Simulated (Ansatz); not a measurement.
# A short convergence ladder for InSe (R3m, 4 atoms in the cell)

```yaml
crystal:
  lattice:
    - [2.01323, 1.16234, 8.56548]
    - [-2.01323, 1.16234, 8.56548]
    - [0.00000, -2.32468, 8.56548]
  atoms:
    - { symbol: In, position: [0.11230, 0.11230, 0.11230] }
    - { symbol: In, position: [0.00183, 0.00183, 0.00183] }
    - { symbol: Se, position: [0.61971, 0.61971, 0.61971] }
    - { symbol: Se, position: [0.82581, 0.82581, 0.82581] }
```

Base method: PBEsol, PAW files made with PBE (plane waves; Ansatz, a quantum-chemistry and plane-wave program).

Base settings: basis.ecutwfc = 420 eV; kpoints.mp_grid.grid = 7 7 7; hamiltonian.xc = pbesol; hamiltonian.pseudopotentials = {kind: paw} (the program's default PAW files); scf.occupations.method = fixed.

**The width of Fermi-Dirac smearing**

In this ladder: scf.occupations.method = fermi_dirac.

The mesh stays at the base's, so the ladder's end is converged at best in this setting alone.

Only quantities that move along the ladder and can be compared are tabulated.

| scf.occupations.width | free energy less the last step's (meV/atom) | pressure (GPa) | largest difference of a force vector from the last step's (eV/Å) |
|---|---|---|---|
| 1 eV | -443.95 | 3.86 | 0.589 |
| 0.5 eV | -44.92 | 0.75 | 0.095 |
| 0.2 eV | -0.97 | 0.17 | 0.011 |
| 0.1 eV | -0.06 | 0.14 | 0.002 |
| 0.02 eV | 0.00 | 0.14 | 0.000 |

Widest scf.occupations.width that holds the free energy within 5 meV/atom of the last step, with all finer ones: 0.2 eV; the step before is off by 45 meV/atom.

Widest scf.occupations.width that holds the pressure within 0.05 GPa of the last step, with all finer ones: 0.2 eV; the step before is off by 0.61 GPa.

Widest scf.occupations.width that holds the forces within 0.005 eV/Å of the last step, with all finer ones: 0.1 eV; the step before is off by 0.011 eV/Å.

On the base run: the starting cell comes from a database of computed structures (which also holds hypothetical and non-ambient phases and stackings), without a prior relaxation at this level. Its lattice was rescaled by up to half a per cent. One atom was moved a little off its site on purpose. Ansatz's pressure includes its estimate of the finite-basis (Pulay) stress.

Keys are those of Ansatz 0.2.
